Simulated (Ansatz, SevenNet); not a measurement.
For CsCl-type NiAl, the machine-learned potential SevenNet-0 (trained on PBE and PBE+U data) gives:

```
Quantity                       Result
---------------------  --------------
lattice parameter a           2.886 Å
enthalpy of formation  -0.670 eV/atom
```

Q: What does r²SCAN-D4 (Ansatz, a first-principles code, PAW) give for the same quantities?

A: 
- lattice constant a: 2.854 Å (decreases by 1.1 %)
- formation enthalpy: -0.687 eV/atom (moves by -0.017 eV/atom)

For comparison: lattice constant a 2.882 Å (measured, extrapolated to 0 K, zero-point anharmonic expansion removed (Haas, Tran, Blaha 2009); as tabulated in Levämäki et al. (2014), arXiv:1402.3671); formation enthalpy -0.640 ± 0.01 eV/atom (measured, 298 K, copied from a table, unchecked, not corrected to a static lattice; as tabulated in Wang et al. (2021), doi:10.1038/s41598-021-94550-5).

Changes are worked out from the printed values.

Unless a cell is named, each level is at its own relaxed cell (SevenNet-0 12.02, r²SCAN-D4 11.62 Å³/atom).

The crystal itself was run without spin with r²SCAN-D4; a magnetic state was not tried in these runs.

Ansatz's density-functional and Hartree–Fock values are scalar-relativistic unless marked +SOC, with PAW data made under PBE.
